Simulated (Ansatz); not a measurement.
Reference: Si (Fd-3m), r2SCAN with spin-orbit coupling, rigid bands (plane waves, PAW; Ansatz, an electronic-structure program); axes and stresses refer to this cell.

```
Si
1.0
    0.00000     2.72212     2.72212
    2.72212     0.00000     2.72212
    2.72212     2.72212     0.00000
Si
2
Direct
  0.25000   0.25000   0.25000
  0.00000   0.00000   0.00000
```

band gap: 0.76 eV
electron conductivity mass: 0.28 mₑ
Seebeck coefficient, p-type 1e19 cm⁻³: 311 μV/K

Problem. After one change the values are band gap 0.54 eV; electron conductivity mass 0.28 mₑ; Seebeck coefficient, p-type 1e19 cm⁻³ 230 μV/K. Which change was made?
A) hydrostatic pressure 2 GPa
B) uniaxial stress zz = 2 GPa (compression positive)
C) uniaxial stress along [110] of 2 GPa (compression positive)
D) uniaxial stress along [111] of 1 GPa (compression positive)

Solution. B, uniaxial stress zz = 2 GPa (compression positive)

Masses are for dilute carriers at 300 K, harmonic means over directions unless an axis is named. Seebeck coefficients are for the stated density at 300 K, with one relaxation time for all states and whether or not that doping can be reached. Stresses and pressures are the targets of the relaxation.  The structure type is held under load, also where the real crystal would transform.
